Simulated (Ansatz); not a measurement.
Several settings converged on CaPb₃ (P4mm, 4 atoms in the cell)

```xyz
4
Lattice="4.9028 0.0000 0.0000 0.0000 4.9028 0.0000 0.0000 0.0000 4.9028" Properties=species:S:1:pos:R:3 pbc="T T T"
Ca     0.0000     0.0000     0.0500
Pb     0.0000     2.4514     2.4514
Pb     2.4514     0.0000     2.4514
Pb     2.4514     2.4514     0.0000
```

Base method: PBEsol, default PAW files made with PBE (plane waves; Ansatz, a quantum-chemistry and plane-wave program).

Base settings: basis.ecutwfc = 420 eV; kpoints.mp_grid.grid = 7 7 7; hamiltonian.xc = pbesol; hamiltonian.pseudopotentials = {kind: paw} (the program's default PAW files); scf.occupations.method = gaussian; scf.occupations.width = 0.1 eV.

The count of work is k-points × plane waves × bands × iterations; it is no time. Core times come from one kind of shared machine, to one figure; runs under 30 s give none.

**The k-point mesh at a smearing width of 0.02 eV**

In this ladder: scf.occupations.width = 0.02 eV.

Only quantities that move along the ladder and can be compared are tabulated.

| kpoints.mp_grid.grid | free energy less the last step's (meV/atom) | pressure (GPa) | largest difference of a force vector from the last step's (eV/Å) | count of work / last | core time / last (rough) |
|---|---|---|---|---|---|
| 3 3 3 | 33.36 | -2.27 | 0.058 | 0.017 | – |
| 4 4 4 | 34.16 | -0.23 | 0.014 | 0.052 | – |
| 5 5 5 | 42.65 | -0.71 | 0.012 | 0.044 | – |
| 6 6 6 | 11.95 | -1.15 | 0.004 | 0.12 | – |
| 8 8 8 | 4.78 | -0.94 | 0.012 | 0.22 | – |
| 9 9 9 | 2.73 | -0.99 | 0.002 | 0.19 | – |
| 11 11 11 | 1.37 | -1.00 | 0.002 | 0.36 | 0.3 |
| 13 13 13 | 0.90 | -1.07 | 0.001 | 0.48 | 0.5 |
| 16 16 16 | 0.00 | -1.05 | 0.000 | 1.0 | 1 |

State of the free energy at the end of the ladder: still drifting one way, by 1.4 meV/atom over the last two steps, so the last step is no safe reference.

Coarsest kpoints.mp_grid.grid that holds the forces within 0.02 eV/Å of the last step, with all finer ones: 4 4 4, at 0.052 of the last step's count of work; the step before is off by 0.058 eV/Å.

Coarsest kpoints.mp_grid.grid that holds the pressure within 0.2 GPa of the last step, with all finer ones: 6 6 6, at 0.12 of the last step's count of work; the step before is off by 0.34 GPa.

Two neighbours can agree and both be off: 3 3 3 and 4 4 4 differ by 0.79 meV/atom in the free energy, yet lie about 34 meV/atom from the last step.

**The width of Fermi-Dirac smearing**

In this ladder: kpoints.mp_grid.grid = 12 12 12; scf.occupations.method = fermi_dirac.

Narrow widths need finer meshes than wide ones, so the last steps can hold mesh noise.

Only quantities that move along the ladder and can be compared are tabulated; pressure and forces are left out, as mesh noise rules them at narrow widths.

| scf.occupations.width | free energy less the last step's (meV/atom) | energy extrapolated to zero width less the last step's (meV/atom) |
|---|---|---|
| 1 eV | -896.67 | 41.05 |
| 0.5 eV | -202.02 | 17.83 |
| 0.3 eV | -64.91 | 7.33 |
| 0.2 eV | -25.44 | 3.37 |
| 0.1 eV | -4.32 | 0.69 |
| 0.05 eV | 0.00 | 0.00 |

Widest scf.occupations.width that holds the energy extrapolated to zero width within 2 meV/atom of the last step, with all finer ones: 0.1 eV; the step before is off by 3.4 meV/atom.

Widest scf.occupations.width that holds the free energy within 5 meV/atom: not settled: the last two steps still differ by 4.3 meV/atom, over half the tolerance, so the ladder does not show it.

The extrapolation to zero width removes most of the smearing's effect on the energy.

**The width of cold smearing**

In this ladder: kpoints.mp_grid.grid = 12 12 12; scf.occupations.method = cold.

Narrow widths need finer meshes than wide ones, so the last steps can hold mesh noise.

Only quantities that move along the ladder and can be compared are tabulated; pressure and forces are left out, as mesh noise rules them at narrow widths.

| scf.occupations.width | free energy less the last step's (meV/atom) |
|---|---|
| 1 eV | 15.71 |
| 0.5 eV | 3.29 |
| 0.3 eV | 0.82 |
| 0.2 eV | 0.38 |
| 0.1 eV | -0.09 |
| 0.05 eV | 0.00 |

Widest scf.occupations.width that holds the free energy within 1 meV/atom of the last step, with all finer ones: 0.3 eV; the step before is off by 3.3 meV/atom.

On the base run: the starting cell comes from a database of computed structures (which also holds hypothetical and non-ambient phases and stackings), without a prior relaxation at this level. Its lattice was rescaled by up to half a per cent. One atom was moved a little off its site on purpose. Ansatz's pressure includes its estimate of the finite-basis (Pulay) stress.

Left out of this page: 4 runs of the series outside the window shown, repeating another row's setting, or not comparable.

Keys are those of Ansatz 0.2.
